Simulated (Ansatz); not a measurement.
Base system: a 16-atom supercell of MgTe in the zinc blende structure (space group F-43m, No. 216; a = 6.509 Å) at its relaxed geometry.

Level of theory: Ansatz (a first-principles code), PBE, PAW, cutoff 420 eV, no spin-orbit coupling, earlier PAW set.

Base values:

| Quantity | Result |
|---|---|
| Pressure | 0.0 GPa |
| Mean distance from the defect site to its nearest host atoms | 2.82 Å |

The change: one Te atom is replaced by Sb, atoms relaxed at fixed cell, starting from a slightly rattled geometry.

Tabulated Pauling electronegativity and covalent radius: Te 2.10, 1.38 Å; Sb 2.05, 1.39 Å.

**Question.** Predict the new pressure.

**Answer.** The pressure goes from zero to 0.2 GPa.

**Question.** What happens to the largest displacement of a host atom from its site in the perfect cell?

**Answer.** The largest displacement of a host atom from its site in the perfect cell comes out as 0.01 Å.

**Question.** What does the calculation give for the mean distance from the defect site to its nearest host atoms after the change?

**Answer.** The mean distance from the defect site to its nearest host atoms stays essentially unchanged (2.82 Å against 2.83 Å).

Other magnetic orders, which the real material may have, were not ruled out. In so small a cell the defect repeats every few ångströms: this is an ordered compound, not a dilute defect. A case with no gap was solved on a k-mesh chosen for an insulator, which is coarse for it. The defect cell is spin-polarised and ends with 1.0 μB.
